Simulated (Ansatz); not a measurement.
The reference is SiC in the zinc blende structure (space group F-43m, No. 216; a = 4.3798 Å). Axes: x, y, z lie along the cube axes.

All numbers come from PBE/PAW in Ansatz (a first-principles code), scalar-relativistic without spin-orbit coupling.

Modification: an isotropic linear strain of +1.50 %, atoms relaxed at fixed cell.

Problem. Predict the stress tensor and what it implies for the stiffness.

Solution. Stress of the strained cell less that of the base (GPa, compression positive):
```
  -8.70    0.00    0.00
   0.00   -8.70    0.00
   0.00    0.00   -8.70
```

Then B = −ΔP/(ΔV/V₀) with ΔV/V₀ = 0.0457 gives secant stiffness values (nonlinear terms included at this strain): B ≈ 190 GPa.

As a check, the harmonic strain energy −½ V₀ Δσ:ε is 13 meV/atom; the computed energy rise is 14 meV/atom.

Whether these cells are dynamically stable was not tested.
